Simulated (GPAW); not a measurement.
A self-consistent single point of ZnGe₃ (Pm-3m, 4 atoms in the cell) with GPAW

Method: PBEsol, GPAW PAW datasets PBEsol (made by gpaw-setup) (plane waves; GPAW).

This input was run:

```python
from ase import Atoms
from ase.units import GPa
from gpaw import GPAW

atoms = Atoms(['Zn', 'Ge', 'Ge', 'Ge'],
              cell=[[4.222360, 0.000000, 0.000000],
                    [0.000000, 4.222360, 0.000000],
                    [0.000000, 0.000000, 4.222360]],
              positions=[[0.000000, 0.000000, 0.000000],
                         [0.000000, 2.111180, 2.111180],
                         [2.111180, 0.000000, 2.111180],
                         [2.111180, 2.111180, 0.000000]],
              pbc=True)

calc = GPAW(mode={'name': 'pw', 'ecut': 800},
            xc='PBEsol',
            kpts={'size': (10, 10, 10), 'gamma': True},
            occupations={'name': 'methfessel-paxton', 'width': 0.136, 'order': 0},
            nbands=-8,
            convergence={'forces': 0.001},
            symmetry={'symmorphic': False, 'tolerance': 0.0005},
            maxiter=150)

atoms.calc = calc

energy = atoms.get_potential_energy()
print('Energy (eV):', round(energy, 6))
forces = atoms.get_forces()
print('Forces (eV/Ang):')
print(forces.round(5))
stress = atoms.get_stress()
print('Stress (GPa, Voigt):', (stress / GPa).round(4))
```

Output, abridged:

```
Input parameters:
  convergence: {forces: 0.001}
  kpts: {gamma: True,
         size: (10, 10, 10)}
  maxiter: 150
  mode: {ecut: 800,
         name: pw}
  nbands: -8
  occupations: {name: methfessel-paxton,
                order: 0,
                width: 0.136}
  symmetry: {symmorphic: False,
             tolerance: 0.0005}
  xc: PBEsol

species:
  Zn:
    name: Zinc
    Z: 30.0
    valence: 12
    core: 18
    charge: 0.0
    file: Zn.PBEsol.gz

    # Using partial waves for Zn as LCAO basis

  Ge:
    name: Germanium
    Z: 32.0
    valence: 4
    core: 28
    charge: 0.0
    file: Ge.PBEsol.gz

    # Using partial waves for Ge as LCAO basis

Reference energy: -219990.025424  # eV

Spin-paired calculation

Convergence criteria:
 Maximum [total energy] change in last 3 cyles: 0.0005 eV / valence electron
 Maximum integral of absolute [dens]ity change: 0.0001 electrons / valence electron
 Maximum integral of absolute [eigenst]ate change: 4e-08 eV^2 / valence electron
 Maximum change in the atomic [forces] across last 2 cycles: 0.001 eV/Ang OR
Maximum error relative to the maximum force is below inf
 Maximum number of scf [iter]ations: 150

Symmetries present (total): 48
Symmetries with fractional translations: 0
1000 k-points: 10 x 10 x 10 Monkhorst-Pack grid + [1/20,1/20,1/20]
56 k-points in the irreducible part of the Brillouin zone
       k-points in crystal coordinates                weights
   0:     0.00000000    0.00000000    0.00000000          1/1000
   1:     0.10000000    0.00000000    0.00000000          6/1000
   2:     0.10000000    0.10000000    0.00000000         12/1000
   [... 7 lines left out ...]
          ...
  55:     0.50000000    0.50000000    0.50000000          1/1000

Wave functions: Plane wave expansion
  Cutoff energy: 800.000 eV
  Number of coefficients (min, max): 3845, 3912
  Pulay-stress correction: 0.000000 eV/Ang^3 (de/decut=0.000000)

Occupation numbers: Methfessel-Paxton:
  width: 0.1360  # eV
  order: 0

Eigensolver

Densities:
  Coarse grid: 28*28*28 grid
  Fine grid: 56*56*56 grid
  Total Charge: 0.000000

Density mixing:
  Method: separate
  Backend: pulay
  Linear mixing parameter: 0.05
  old densities: 5
  Damping of long wavelength oscillations: 50

Hamiltonian:
  XC and Coulomb potentials evaluated on a 56*56*56 grid
  External potential:
    NoExternalPotential

XC parameters: PBEsol with 2 nearest neighbor stencil

Number of atoms: 4
Number of atomic orbitals: 21
Number of bands in calculation: 20
Number of valence electrons: 24
Bands to converge: occupied

Density initialized from atomic densities
  20 bands from LCAO basis set

Atomic positions and initial magnetic moments

Positions:
   0 Zn     0.000000    0.000000    0.000000    ( 0.0000,  0.0000,  0.0000)
   1 Ge     0.000000    2.111180    2.111180    ( 0.0000,  0.0000,  0.0000)
   2 Ge     2.111180    0.000000    2.111180    ( 0.0000,  0.0000,  0.0000)
   3 Ge     2.111180    2.111180    0.000000    ( 0.0000,  0.0000,  0.0000)

Unit cell:
           periodic     x           y           z      points  spacing
  1. axis:    yes    4.222360    0.000000    0.000000    28     0.1508
  2. axis:    yes    0.000000    4.222360    0.000000    28     0.1508
  3. axis:    yes    0.000000    0.000000    4.222360    28     0.1508

  Lengths:   4.222360   4.222360   4.222360
  Angles:   90.000000  90.000000  90.000000

Effective grid spacing dv^(1/3) = 0.1508

     iter     time        total  log10-change:
                         energy   eigst   dens  force
iter:   1 --:--:--   -15.439365
iter:   2 --:--:--   -15.581001   -0.91  -1.38
iter:   3 --:--:--   -15.531815   -1.63  -1.37
iter:   4 --:--:--   -15.527822   -1.10  -1.40
iter:   5 --:--:--   -15.479735   -3.13  -1.82
iter:   6 --:--:--   -15.426663   -2.03  -2.01
iter:   7 --:--:--   -15.425273   -3.89  -2.36
iter:   8 --:--:--   -15.425319c  -4.35  -2.80
iter:   9 --:--:--   -15.425234c  -4.36  -2.82
iter:  10 --:--:--   -15.425183c  -5.01  -3.23
iter:  11 --:--:--   -15.425178c  -5.79  -3.75
iter:  12 --:--:--   -15.425162c  -5.67  -3.81
iter:  13 --:--:--   -15.425158c  -5.59  -4.02c
iter:  14 --:--:--   -15.425159c  -6.43  -4.20c
iter:  15 --:--:--   -15.425159c  -7.55c -4.22c
iter:  16 --:--:--   -15.425158c  -7.61c -4.24c -27.51c

Converged after 16 iterations.

Dipole moment: (-0.000000, -0.000000, -0.000000) |e|*Ang

Energy contributions relative to reference atoms: (reference = -219990.025424)

Kinetic:        +15.683086
Potential:      -13.372164
External:        +0.000000
XC:             -17.679637
Entropy (-ST):   -0.013294
Local:           -0.049796
SIC:             +0.000000
--------------------------
Free energy:    -15.431805
Extrapolated:   -15.425158

Showing only first 2 kpts
 Kpt  Band  Eigenvalues  Occupancy
  0    10      3.42512    2.00000
  0    11      5.59973    2.00000
  0    12      9.87065    0.00000
  0    13      9.87065    0.00000

  1    10      3.87548    2.00000
  1    11      6.08955    2.00000
  1    12      9.50858    0.00000
  1    13      9.62559    0.00000

Fermi level: 7.07080

No gap
No difference between direct/indirect transitions
Energy (eV): -15.425158

Forces in eV/Ang:
  0 Zn    0.00000    0.00000    0.00000
  1 Ge    0.00000    0.00000    0.00000
  2 Ge    0.00000   -0.00000    0.00000
  3 Ge    0.00000    0.00000    0.00000

Stress tensor:
     0.027772     0.000000     0.000000
     0.000000     0.027772     0.000000
     0.000000     0.000000     0.027772
Stress (GPa, Voigt): [4.4496 4.4496 4.4496 0.     0.     0.    ]
```

The run converged in 16 iterations. GPAW prints stress with tension positive.

The starting cell comes from a database of computed structures (which also holds hypothetical and non-ambient phases and stackings), without a prior relaxation at this level. With a pressure of about -4 GPa the cell is away from its equilibrium volume at this level.

Cost on one core of a shared machine: roughly 80 s.
